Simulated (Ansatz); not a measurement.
# SiC: Si → Al

Base system: SiC in the zinc blende structure (space group F-43m, No. 216; a = 4.380 Å).

It is then changed as follows: Al takes the place of Si on all its sites, then cell and atoms are relaxed.

Method: PBE (Ansatz, an electronic-structure program, PAW, no spin-orbit coupling). k-mesh 17×17×17 (Γ-centred); smearing 0.05 eV (Fermi–Dirac), for the changed cell.

The volume per atom rises by 2.12 Å³, from 10.50 Å³ to 12.62 Å³ and the density shrinks by 0.61 g/cm³ to 2.56 g/cm³. The lattice parameter a increases by 0.277 Å, from 4.380 Å to 4.657 Å and the shortest interatomic distance goes up by 0.1200 Å to 2.017 Å. The band gap changes from 1.37 eV to zero.

Final structure:

```
CELL_PARAMETERS angstrom
      0.00000     2.32847     2.32847
      2.32847     0.00000     2.32847
      2.32847     2.32847     0.00000
ATOMIC_POSITIONS crystal
  C  0.75000 0.75000 0.75000
  Al 0.00000 0.00000 0.00000
```

No phonon test of stability was made. As relaxed here, AlC is a hypothetical phase, not in the database extracts checked. The final runs are not spin-polarised. An odd electron count without spin: AlC.
